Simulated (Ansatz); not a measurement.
Worked example: self-consistent single point of Au (Fm-3m, 1 atom in the cell) in Ansatz (an electronic-structure program).

Level of theory: PBE with spin-orbit coupling (plane waves, PAW; Ansatz).

```
Au
1.0
    0.00000     2.11693     2.11693
    2.11693     0.00000     2.11693
    2.11693     2.11693     0.00000
Au
1
Cartesian
  0.00000   0.00000   0.00000
```

Reference input (self-consistent single point, DFT, PBE, plane waves, default PAW files): basis.ecutwfc = 420 eV; kpoints.mp_grid.grid = 13 13 13; hamiltonian.xc = pbe; hamiltonian.pseudopotentials = {kind: paw} (the program's default PAW files); scf.occupations.method = gaussian; scf.occupations.width = 0.136 eV. This run's input differs from it in these lines:

Ansatz 0.2 input:
```diff
@@ -14,2 +14,5 @@
   pseudopotentials: { kind: paw }
+magnetization:
+  noncollinear: true
+  spin_orbit: true
 scf:
```

Log, with long lists cut:

```
SCF iter   1: F=—  HF=-13187.043784 eV  |F-HF|=—  |Δ(HF+E_count)|=         —  Δρ=6.48e-2  dr2=9.39e-1  dr2_m=0.00e0 (ungated)  ethr=3.10e-3  |M|=0.00e0 ∫|m|=0.00e0 μB  |m|>n=0.0e0 m-floor=0.0e0 τ_xc=0.0e0  β_m=0.30  ⟨swp⟩=7.5  Hψ=5719  notcnv=0  defer=28
all-band conjugate gradients solve this SCF's bands
preconditioner: auto → none
   [... lines left out ...]
SCF iter   6: F=—  HF=-13186.776463 eV  |F-HF|=—  |Δ(HF+E_count)|=   2.94e-6  Δρ=8.07e-5  dr2=1.10e-6  dr2_m=0.00e0 (ungated)  ethr=6.10e-8  |M|=0.00e0 ∫|m|=0.00e0 μB  |m|>n=0.0e0 m-floor=0.0e0 τ_xc=0.0e0  β_m=0.93  ⟨swp⟩=2.3  Hψ=1556  notcnv=0  defer=244
SCF iter   7: F=-13186.776463 eV  HF=-13186.776463 eV  |F-HF|=3.41e-8  |Δ(HF+E_count)|=   2.45e-7  Δρ=1.69e-5  dr2=4.68e-8  dr2_m=0.00e0 (ungated)  ethr=5.26e-10  |M|=0.00e0 ∫|m|=0.00e0 μB  |m|>n=0.0e0 m-floor=0.0e0 τ_xc=0.0e0  ⟨swp⟩=7.2  Hψ=5655  notcnv=0
SCF 1 converged in 7 iterations: F = -13186.776463 eV  dr2 = 4.68e-8
Magnetization: |M| = 0.0000 μB,  M = (+0.0000, +0.0000, +0.0000) μB
Absolute magnetization: 0.0000 μB (∫|m|)
  site 0: m = (+0.0000, +0.0000, +0.0000) μB, |m| = 0.0000 μB  (R = 1.23 Å)
Free energy (F): -13186.776463 eV
Internal energy: -13186.772898 eV  (E = F + TS)
E sigma→0 (E₀):  -13186.774680 eV
Entropy (-TS):   -0.003565 eV (-3.565 meV/atom)
Fermi energy:    17.999854 eV
--- Forces (eV/Å), atoms counted from 1 ---
  atom   1  Au    -0.00000000    -0.00000000    -0.00000000
--- Stress (GPa, compression-positive) ---
       -7.971619      -0.000000      -0.000000
        0.000000      -7.971619      -0.000000
       -0.000000       0.000000      -7.971619
  P = ⅓ Tr σ = -7.9716 GPa (-79.716 kbar)
  The stress holds the Pulay correction. Without it, at fixed plane waves, as pw.x and ABINIT print it: P = -8.0207 GPa
```

The run converged in 7 iterations. Against the reference run the pressure goes from -6.52 to -7.97 GPa.

The starting cell comes from a database of computed structures (which also holds hypothetical and non-ambient phases and stackings), without a prior relaxation at this level. Its lattice was rescaled by a random factor within 2.5 % of one. With a pressure of about -8 GPa the cell is away from its equilibrium volume at this level. Ansatz's pressure includes its estimate of the finite-basis (Pulay) stress.
